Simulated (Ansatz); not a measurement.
Consider MoSi₂ (space group I4/mmm, No. 139; a = 3.190 Å, c = 7.822 Å; relaxed with 0.1 eV smearing).

Calculations: Ansatz (a program for electronic structure), PBEsol, PAW, cutoff 420 eV, no SOC.

Before the change:

The pressure is 0.0 GPa and the band gap comes out as zero.

The change: an isotropic linear strain of −2.50 %; the atoms relax in the strained cell.

### Question
Predict the new pressure.

### Answer
The pressure (mean of the normal stresses, compression positive) goes from zero to 19.7 GPa.

### Question
Estimate the effect on the energy relative to the base.

### Answer
The energy rises by 56 meV/atom.

### Question
Estimate the effect on the band gap.

### Answer
The band gap stays zero.

No phonon test of stability was made. All final runs are without spin polarisation.
